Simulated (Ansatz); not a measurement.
The starting structures come from a database of crystals and need not be the phases stable at ambient conditions.

The decay constant κ of evanescent states in the gap governs leakage through a thin film.

```xyz
20
Lattice="4.2630 0.0000 0.0000 0.0000 10.0525 0.0000 0.0000 0.0000 10.9020" Properties=species:S:1:pos:R:3 pbc="T T T"
Ba     3.1973     7.5107     3.5641
Ba     1.0658     2.5418     7.3379
Ba     1.0658     7.5680     9.0150
Ba     3.1973     2.4845     1.8869
Zn     1.0658     4.0236    10.3530
Zn     3.1973     6.0289     0.5489
Zn     3.1973     1.0026     4.9021
Zn     1.0658     9.0499     5.9999
Zn     1.0658     9.5793     1.2820
Zn     3.1973     0.4732     9.6200
Zn     3.1973     5.4994     6.7329
Zn     1.0658     4.5531     4.1690
As     1.0658     6.5204     5.8963
As     3.1973     3.5322     5.0056
As     3.1973     8.5584     0.4453
As     1.0658     1.4941    10.4566
As     1.0658     5.2461     1.7318
As     3.1973     4.8064     9.1702
As     3.1973     9.8327     7.1828
As     1.0658     0.2198     3.7192
```

Space group of this cell: Pnma. The cell is taken as given; by PBEsol its mean pressure is -2.2 GPa.

Transport runs along the normal of the first two printed cell vectors.

No gap correction and no spin-orbit coupling; mid-gap values are interpolated between computed energies.

### Question
Estimate the band gap and the smallest decay constant κ at mid-gap that Ansatz (an electronic-structure program) with PBEsol returns for this system.

### Answer
Gap 0.21 eV on a 8×4×4 mesh; κ = 0.056 1/Å, at the zone centre.
